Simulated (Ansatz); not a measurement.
System: interstitial Ti in monoclinic HfO2 (charge state +4). Calculation: PBE, PAW (plane waves to 420 eV; Ansatz, an electronic-structure program).

Cell of 96 host sites held at the relaxed PBE lattice; the Γ point alone; Fermi-Dirac width 0.01 eV, spin-restricted; finite-size errors left in. Static, classical nuclei. Spin-orbit coupling is left out. The charge state is imposed; whether it is stable for some Fermi level was not computed. Sites that were not tried may lie lower.

Barriers: single points on a 2×2×2 k-point mesh shifted by half a step at the bands' geometries.

The step: a direct jump of one Ti atom (a rearrangement that moves the defect's centre by under 1 Å). Atoms about the jump, Cartesian Å from the middle of the jump, before and after:

| atom | x0 | y0 | z0 | x1 | y1 | z1 |
|---|---|---|---|---|---|---|
| Ti1 | 0.37 | -0.26 | 0.12 | -0.37 | 0.26 | -0.12 |
| O2 | 0.03 | 0.75 | 1.69 | 0.09 | 0.80 | 1.65 |
| O3 | -0.09 | -0.80 | -1.65 | -0.03 | -0.75 | -1.69 |
| O4 | 0.49 | 1.51 | -0.74 | 0.56 | 1.68 | -0.84 |
| O5 | -0.56 | -1.68 | 0.84 | -0.49 | -1.51 | 0.74 |
| O6 | 2.05 | -1.07 | -0.08 | 2.32 | -1.22 | -0.17 |
| O7 | -2.32 | 1.22 | 0.17 | -2.05 | 1.07 | 0.08 |
| Hf8 | 2.01 | 0.34 | -1.88 | 2.00 | 0.22 | -1.72 |
| Hf9 | -2.00 | -0.22 | 1.72 | -2.01 | -0.34 | 1.88 |
| Hf10 | -1.35 | -2.51 | -1.11 | -1.33 | -2.51 | -1.09 |
| Hf11 | 1.33 | 2.51 | 1.09 | 1.35 | 2.51 | 1.11 |
| O12 | 2.90 | 1.31 | 0.03 | 2.89 | 1.29 | 0.05 |
| O13 | -2.89 | -1.29 | -0.05 | -2.90 | -1.31 | -0.03 |
| Hf14 | 1.27 | -2.97 | 1.16 | 1.25 | -2.82 | 1.09 |
| Hf15 | -1.25 | 2.82 | -1.09 | -1.27 | 2.97 | -1.16 |
| O16 | 1.85 | -1.38 | 2.48 | 1.87 | -1.33 | 2.48 |
| O17 | -1.87 | 1.33 | -2.48 | -1.85 | 1.38 | -2.48 |
| O18 | 0.44 | -3.49 | -0.76 | 0.45 | -3.45 | -0.81 |
| O19 | -0.45 | 3.45 | 0.81 | -0.44 | 3.49 | 0.76 |
| O20 | -1.01 | -0.89 | 3.44 | -0.96 | -0.95 | 3.46 |
| O21 | 0.96 | 0.95 | -3.46 | 1.01 | 0.89 | -3.44 |
| Hf22 | 3.50 | -0.17 | 1.57 | 3.47 | -0.21 | 1.52 |
| Hf23 | -3.47 | 0.21 | -1.52 | -3.50 | 0.17 | -1.57 |
| O24 | 2.31 | 1.35 | 2.69 | 2.34 | 1.38 | 2.71 |
| Hf25 | 0.79 | 0.17 | 3.74 | 0.84 | 0.19 | 3.72 |
| O26 | -2.34 | -1.38 | -2.71 | -2.31 | -1.35 | -2.69 |
| Hf27 | -0.84 | -0.19 | -3.72 | -0.79 | -0.17 | -3.74 |

Task: Predict the transition state.

Result: 
```csv
atom,x,y,z
Ti1,0.00,0.00,0.00
O2,0.11,0.79,1.72
O3,-0.11,-0.78,-1.73
O4,0.61,1.63,-0.81
O5,-0.60,-1.62,0.80
O6,1.90,-0.94,-0.02
O7,-1.90,0.94,0.02
Hf8,2.03,0.29,-1.80
Hf9,-2.03,-0.28,1.79
Hf10,-1.36,-2.51,-1.11
Hf11,1.36,2.52,1.10
O12,2.97,1.34,0.04
O13,-2.97,-1.33,-0.05
Hf14,1.22,-2.84,1.12
Hf15,-1.22,2.84,-1.13
O16,1.86,-1.36,2.54
O17,-1.85,1.37,-2.54
O18,0.42,-3.45,-0.80
O19,-0.42,3.46,0.79
O20,-1.00,-0.90,3.44
O21,1.00,0.91,-3.45
Hf22,3.44,-0.17,1.55
Hf23,-3.44,0.18,-1.56
O24,2.34,1.38,2.71
Hf25,0.80,0.19,3.75
O26,-2.34,-1.37,-2.72
Hf27,-0.80,-0.18,-3.75
```
It lies 0.31 eV above the start and 0.31 eV above the end. The program found a first-order saddle point.
